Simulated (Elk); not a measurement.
**Worked example: self-consistent single point of LaCu₂ (P6/mmm, 3 atoms in the cell) in Elk**

Computed with LDA (PW92), all-electron FP-LAPW, Elk's shipped species files, APW+lo basis with extra local orbitals run with Elk.

This input was run:

```
tasks
  0

xctype
  3

rgkmax
  7.5

gmaxvr
  16.0

nxlo
  2

lorbcnd
  .true.

rmtscf
  0.92

lmaxi
  2

stype
  3

swidth
  0.00183747

scale
  1.889726125

avec
    4.3002897785    0.0000000514    0.0000000000
   -2.1501449338    3.7241601661    0.0000000000
    0.0000000000    0.0000000000    3.8509600000

sppath
  'species/'

atoms
  2   : nspecies
  'La.in'   : spfname
  1   : natoms; atposl, bfcmt below
  0.0000000000  0.0000000000  0.0000000000    0.0 0.0 0.0
  'Cu.in'   : spfname
  2   : natoms; atposl, bfcmt below
  0.3333333333  0.6666666667  0.5000000000    0.0 0.0 0.0
  0.6666666667  0.3333333333  0.5000000000    0.0 0.0 0.0

ngridk
  9 9 9
```

The program printed (abridged):

```
│ Elk code version 10.2.4 │

All units are atomic (Hartree, Bohr, etc.)

│ Ground-state run starting from atomic densities │

Lattice vectors :
   8.126369940      0.9713192282E-07   0.000000000
  -4.063185054       7.037642760       0.000000000
   0.000000000       0.000000000       7.277259718

Unit cell volume      :    416.1900416
Brillouin zone volume :   0.5960022794

Muffin-tin inner radius fraction :   0.1000000000E-01

Nuclei treated as point charges

Species :    1 (La)
 parameters loaded from : La.in
 name : lanthanum
 nuclear charge    :   -57.00000000
 electronic charge :    57.00000000
 atomic mass :    253209.2364
 muffin-tin radius :    2.576000000
 number of radial points in muffin-tin :    697
 atomic positions (lattice), magnetic fields (Cartesian) :
   1 :   0.00000000  0.00000000  0.00000000    0.00000000  0.00000000  0.00000000

Species :    2 (Cu)
 parameters loaded from : Cu.in
 name : copper
 nuclear charge    :   -29.00000000
 electronic charge :    29.00000000
 atomic mass :    115837.2717
 muffin-tin radius :    2.208000000
 number of radial points in muffin-tin :    497
 atomic positions (lattice), magnetic fields (Cartesian) :
   1 :   0.33333333 -0.33333333  0.50000000    0.00000000  0.00000000  0.00000000
   2 :  -0.33333333  0.33333333  0.50000000    0.00000000  0.00000000  0.00000000

Total number of atoms per unit cell :    3

Spin treatment :
 spin-unpolarised

Number of Bravais lattice symmetries :   24
Number of crystal symmetries         :   24
Crystal has inversion symmetry
Real symmetric eigensolver will be used

k-point grid :      9     9     9
k-point offset :    0.000000000       0.000000000       0.000000000
k-point set is reduced with full crystal symmetry group
Total number of k-points :       60

Muffin-tin radius times maximum |G+k| :    7.500000000
 using average radius
Maximum |G+k| for APW functions       :    3.217963387
   [... lines left out ...]
 potential will be trimmed for |G| > 2 gkmax
Constant for pseudocharge density :   10
Radial integration step length :    4

G-vector grid sizes :     42    42    40
Number of G-vectors :    28783

Maximum angular momentum used for
 APW functions                      :    8
 outer part of muffin-tin           :    6
 inner part of muffin-tin           :    2

Total nuclear charge    :   -115.0000000
Total core charge       :    70.00000000
Total valence charge    :    45.00000000
Total excess charge     :    0.000000000
Total electronic charge :    115.0000000

Effective Wigner radius, rₛ :   0.9524344118

Number of empty states         :   12
Total number of valence states :   35
Total number of core states    :   70

Conduction state local-orbitals added automatically
Total number of local-orbitals :  242

Exchange-correlation functional :      3     0     0
 Perdew-Wang/Ceperley-Alder, Phys. Rev. B 45, 13244 (1992)
 gradient requirement :    0
 local density approximation (LDA)

Smearing type :    3
 Fermi-Dirac
Smearing width :   0.1837470000E-02
Effective electronic temperature (K) :    580.2271348

Mixing type :    3
 Broyden mixing, J. Phys. A: Math. Gen. 17, L317 (1984)

Kohn-Sham potential initialised from atomic data
│ Self-consistent loop started │
│ Loop number : 1 │
 total energy                :     -11764.4229862
│ Loop number : 2 │
 total energy                :     -11768.9293362
RMS change in Kohn-Sham potential (target) :   0.7013087869     (  0.1000000000E-05)
Absolute change in total energy (target)   :    4.506350039     (  0.1000000000E-03)
│ Loop number : 3 │
 total energy                :     -11791.5135723
RMS change in Kohn-Sham potential (target) :   0.3272022105     (  0.1000000000E-05)
Absolute change in total energy (target)   :    23.71082359     (  0.1000000000E-03)
│ Loop number : 4 │
 total energy                :     -11798.4966606
RMS change in Kohn-Sham potential (target) :   0.1216963238     (  0.1000000000E-05)
Absolute change in total energy (target)   :    12.91079415     (  0.1000000000E-03)
│ Loop number : 5 │
 total energy                :     -11802.3013145
RMS change in Kohn-Sham potential (target) :   0.4369390117E-01 (  0.1000000000E-05)
Absolute change in total energy (target)   :    7.032352438     (  0.1000000000E-03)
   [... lines left out ...]
Absolute change in total energy (target)   :   0.1311625285E-02 (  0.1000000000E-03)
│ Loop number : 16 │
 total energy                :     -11796.2323284
RMS change in Kohn-Sham potential (target) :   0.7150735449E-06 (  0.1000000000E-05)
Absolute change in total energy (target)   :   0.3912482080E-03 (  0.1000000000E-03)
│ Loop number : 17 │
 total energy                :     -11796.2324117
RMS change in Kohn-Sham potential (target) :   0.3455040433E-06 (  0.1000000000E-05)
Absolute change in total energy (target)   :   0.1810618305E-03 (  0.1000000000E-03)
│ Loop number : 18 │
 total energy                :     -11796.2324685
RMS change in Kohn-Sham potential (target) :   0.1189164083E-06 (  0.1000000000E-05)
Absolute change in total energy (target)   :   0.1020899417E-03 (  0.1000000000E-03)
│ Loop number : 19 │
 total energy                :     -11796.2324613
RMS change in Kohn-Sham potential (target) :   0.1316379387E-07 (  0.1000000000E-05)
Absolute change in total energy (target)   :   0.1832918679E-04 (  0.1000000000E-03)
Convergence targets achieved

│ Loop number : 20 │

Energies :
 Fermi                       :     0.297420417116
 sum of eigenvalues          :     -7128.40567364
 electron kinetic            :      12444.5488953
 core electron kinetic       :      12018.9546849
 Coulomb                     :     -23913.0756515
 Coulomb potential           :     -19138.5501145
 nuclear-nuclear             :     -1093.08708258
 electron-nuclear            :     -26501.4270234
 Hartree                     :      3681.43845441
 Madelung                    :     -14343.8005943
 xc potential                :     -434.404454364
 exchange                    :     -317.056392601
 correlation                 :     -10.6486826553
 electron entropic           :    -0.628378542560E-03
 total energy                :     -11796.2324599

Density of states at Fermi energy :    58.98169858
 (states/Hartree/unit cell)

Estimated indirect band gap :   0.5703071322E-03
 from k-point     30 to k-point     14
Estimated direct band gap   :   0.1575903392E-01
 at k-point      2

Charges :
 core                        :    70.00000000
 valence                     :    45.00000000
 interstitial                :    5.300653137
 muffin-tins (core leakage)
  species :    1 (La)
   atom    1                 :    54.04652484     (  0.7515534901E-03)
  species :    2 (Cu)
   atom    1                 :    27.82641101     (  0.4781342710E-03)
   atom    2                 :    27.82641101     (  0.4781342710E-03)
 total in muffin-tins        :    109.6993469
 total calculated charge     :    114.9910824
 total charge                :    115.0000000
 error                       :   0.8917641915E-02

│ Self-consistent loop stopped │
```

The run converged in 20 iterations. The count includes the last loop, which Elk runs after its targets are met.

The starting cell comes from a database of computed structures (which also holds hypothetical and non-ambient phases and stackings), without a prior relaxation at this level. Spin polarisation is off. Values depend on the basis (sphere radii, cutoffs, local orbitals), which need not be converged. The log's line on a gap gives a spacing of levels on this mesh, which the program prints for metals too.

Cost on one core of a shared machine: roughly 2 min.
